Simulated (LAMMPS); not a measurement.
Simulation of a melt made from ZnSe (zinc blende) with 25 % of Se sites S, 4096 atoms, at 1760 K and 0 GPa, brought to that temperature within a few picoseconds.

Method: classical MD, pair style sw, file CdTeZnSeHgS0.sw, run in LAMMPS.

```csv
r (Å),"g(r), Se-Zn","g(r), S-Zn"
1.980,0.000,0.003
2.020,0.002,0.006
2.060,0.001,0.027
2.100,0.010,0.115
2.140,0.023,0.283
2.180,0.083,0.635
2.220,0.237,1.51
2.260,0.504,2.41
2.300,0.935,3.62
2.340,1.51,4.58
2.380,2.31,5.58
2.420,3.04,6.09
2.460,3.69,6.07
2.500,4.10,5.90
2.540,4.48,4.98
2.580,4.34,4.34
2.620,4.08,3.77
2.660,3.80,2.95
2.700,3.30,2.54
2.740,2.80,1.85
2.780,2.36,1.46
2.820,1.95,1.29
2.860,1.58,1.03
2.900,1.33,0.770
2.940,1.10,0.664
2.980,0.932,0.598
3.020,0.823,0.486
3.060,0.705,0.423
3.100,0.621,0.352
3.140,0.540,0.319
3.180,0.480,0.325
3.220,0.444,0.292
3.260,0.442,0.298
3.300,0.400,0.280
3.340,0.391,0.302
3.380,0.381,0.301
3.420,0.404,0.320
3.460,0.381,0.325
3.500,0.446,0.376
3.540,0.454,0.370
3.580,0.491,0.430
3.620,0.511,0.447
3.660,0.533,0.486
3.700,0.578,0.523
3.740,0.580,0.539
3.780,0.633,0.572
3.820,0.618,0.563
3.860,0.664,0.634
3.900,0.698,0.664
3.940,0.732,0.727
3.980,0.752,0.695
4.020,0.772,0.706
4.060,0.799,0.734
4.100,0.816,0.778
4.140,0.840,0.764
4.180,0.855,0.841
4.220,0.862,0.851
4.260,0.894,0.912
4.300,0.915,0.869
4.340,0.904,0.884
4.380,0.907,0.894
4.420,0.945,0.944
4.460,0.940,0.946
4.500,0.952,0.987
4.540,0.951,0.947
4.580,0.994,0.997
4.620,0.972,1.00
4.660,0.967,0.980
4.700,0.959,0.977
4.740,0.986,0.987
4.780,1.00,1.04
4.820,1.01,1.03
4.860,1.02,1.04
4.900,0.986,1.02
4.940,0.992,1.02
4.980,0.972,1.05
5.020,1.00,0.991
5.060,1.00,1.08
5.100,1.04,1.09
5.140,1.00,1.05
5.180,0.997,1.04
5.220,1.01,1.08
5.260,1.04,1.08
5.300,1.03,1.10
5.340,1.07,1.16
5.380,1.05,1.11
5.420,1.06,1.11
5.460,1.08,1.16
5.500,1.10,1.18
5.540,1.09,1.15
5.580,1.11,1.19
5.620,1.11,1.21
5.660,1.13,1.23
5.700,1.15,1.23
5.740,1.15,1.20
5.780,1.17,1.27
5.820,1.19,1.23
5.860,1.19,1.22
5.900,1.18,1.24
5.940,1.21,1.25
5.980,1.19,1.20
6.020,1.18,1.25
6.060,1.18,1.18
```

The data show:
- state found: liquid
- first peak of g(r), Se-Zn: 2.56 Å, height 4.5
- coordination number of Se by Zn: 3.87 (counted to 3.34 Å)
- coordination number of Zn by Se: 2.90 (counted to 3.34 Å)
- first peak of g(r), S-Zn: 2.45 Å, height 6.1

Caution: a run this short can hold a crystal over, or a liquid under, the potential's melting point.
